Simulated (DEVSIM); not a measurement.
# abrupt InP n-p junction

Device: abrupt InP n-p junction, at 300 K.

| layer (left to right) | material | thickness (μm) | Nd (cm⁻³) | Na (cm⁻³) | τn (s) | τp (s) |
|---|---|---|---|---|---|---|
| 1 | InP | 0.240 | 2.2e15 | - | 2.2e-8 | 2.2e-8 |
| 2 | InP | 2.40 | - | 3.8e15 | 2.2e-9 | 2.2e-8 |

Left contact: ohmic. Right contact: ohmic. Voltage is applied to the left contact. Recombination: SRH at mid-gap, radiative, Auger. Mobility is μmin + (μ − μmin)/(1 + (N/Nref)^α).

This is a model device: material constants are rounded textbook-type values typed into the input, and sizes, dopings and lifetimes were drawn at random. Values at 300 K.

| parameter | InP |
|---|---|
| gap (eV) | 1.344 |
| affinity (eV) | 4.38 |
| permittivity | 12.5 |
| Nc (cm⁻³) | 5.7e17 |
| Nv (cm⁻³) | 1.1e19 |
| μn (cm²/Vs) | 5200 |
| μp (cm²/Vs) | 170 |
| μn,min | 400 |
| μp,min | 10 |
| Nref,n | 3e17 |
| Nref,p | 4.9e17 |
| αn | 0.47 |
| αp | 0.62 |
| B (cm³/s) | 1.2e-10 |
| Cn (cm⁶/s) | 9e-31 |
| Cp (cm⁶/s) | 9e-31 |

Simulated with DEVSIM: 1D drift-diffusion, Boltzmann statistics, complete ionisation; no tunnelling, impact ionisation, image-force lowering or self-heating.

```yaml
potential_step_across_the_device_at_zero_bias: 0.994 V
largest_field_in_the_device_at_zero_bias: 23000 V/cm
Dark forward voltage at 1 A/cm²: 0.835 V
Dark forward voltage at 100 A/cm²: 1.010 V
```

Dark forward current:

(V (V), J (A/cm²)): (-0.05, -9.0e-10); (-0.10, -3.3e-9); (-0.15, -9.9e-9); (-0.20, -2.8e-8); (-0.25, -7.5e-8); (-0.30, -2.0e-7); (-0.35, -5.6e-7); (-0.40, -1.6e-6); (-0.45, -4.8e-6); (-0.50, -1.6e-5); (-0.55, -6.5e-5); (-0.60, -0.00030); (-0.65, -0.0016); (-0.70, -0.0089); (-0.75, -0.052); (-0.80, -0.30); (-0.85, -1.6); (-0.90, -7.8); (-0.95, -29); (-1.00, -85); (-1.05, -200); (-1.10, -400); (-1.15, -680); (-1.20, -1100); (-1.25, -1500); (-1.30, -2100)
